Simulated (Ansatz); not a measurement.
Take Lu in the hcp (Mg type) structure (space group P6_3/mmc, No. 194; a = 3.506 Å, c = 5.482 Å; relaxed with 0.1 eV smearing) as the base. Axes: x lies along a and z along c of the hexagonal cell.

Computed with Ansatz (an electronic-structure program) PBE, no SOC.

Base values:

- Volume per atom: 29.18 Å³

Modification: tensile biaxial strain of 2.00 % in the plane normal to [001], as in epitaxy on a mismatched substrate; the out-of-plane cell vector and the atoms relax.

Q: What happens to the volume per atom?

A: The volume per atom grows by 0.91 Å³ (29.18 Å³ → 30.09 Å³).

Stability against distortions was not tested.
